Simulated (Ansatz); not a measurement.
The starting structures come from a database of crystals and need not be the phases stable at ambient conditions.

 Where the default PAW files enter, the runs use the earlier of Ansatz's two default sets.

Given:

```
SrTiO3
1.0
    5.53490     0.00000     0.00000
    0.02511     5.53484     0.00000
    2.75490    -2.76742     3.90488
Sr Ti O
2 2 6
Direct
  0.25000   0.25000   0.50000
  0.75000   0.75000   0.50000
  0.00000   0.00000   0.00000
  0.50000   0.50000   0.00000
  0.22904   0.77096   0.04192
  0.77096   0.22904   0.95808
  0.72904   0.27096   0.50000
  0.27096   0.72904   0.50000
  0.25000   0.25000   0.00000
  0.75000   0.75000   0.00000
```

Space group of this cell: I4/mcm. The cell is taken as given; by r2SCAN its mean pressure is -0.7 GPa.

Transport runs along the normal of the first two printed cell vectors, the (110) plane of the conventional cell.

No gap correction and no spin-orbit coupling; mid-gap values are interpolated between computed energies.

**Question.** Estimate the band gap and the smallest decay constant κ at mid-gap that r2SCAN (Ansatz, a program for electronic structure) returns for this system.

**Answer.** Gap 2.33 eV on a 8×8×8 mesh; κ = 0.264 1/Å, at the zone centre.
